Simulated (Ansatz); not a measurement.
**TiO2: isotropic strain +3.00 %**

Base system: TiO2 in the anatase structure (space group I4_1/amd, No. 141; a = 3.739 Å, c = 9.455 Å).

The change: every lattice vector is stretched by 3.00 %, atoms relaxed at fixed cell.

Calculations: LDA, PAW, 420 eV (Ansatz, a quantum-chemistry and plane-wave program; no SOC). Settings: 12×12×12 k-points, 0.05 eV Fermi–Dirac smearing.

```json
[
 {"quantity": "volume per atom", "base": "11.02 Å³", "changed": "12.04 Å³", "shift": "+1.02 Å³"},
 {"quantity": "space group", "base": "I4_1/amd (No. 141)", "changed": "I4_1/amd (No. 141)", "shift": "–"},
 {"quantity": "shortest interatomic distance", "base": "1.911 Å", "changed": "1.976 Å", "shift": "+0.065 Å"},
 {"quantity": "energy relative to the base (free energy F)", "base": "0 meV/atom", "changed": "+54 meV/atom", "shift": "+54 meV/atom"},
 {"quantity": "pressure (mean of the normal stresses, compression positive)", "base": "0.0 kbar", "changed": "-157.0 kbar", "shift": "-156.93 kbar"},
 {"quantity": "band gap", "base": "2.08 eV", "changed": "2.02 eV", "shift": "-0.067 eV"},
 {"quantity": "gap character", "base": "indirect, Γ–X (87 % along) → Γ", "changed": "indirect, Γ–X (87 % along) → Γ", "shift": "–"},
 {"quantity": "mean gap deformation potential ΔEg/Δln V", "base": "–", "changed": "-0.8 eV", "shift": "–"}
]
```

No phonon test of stability was made. The final runs are not spin-polarised.
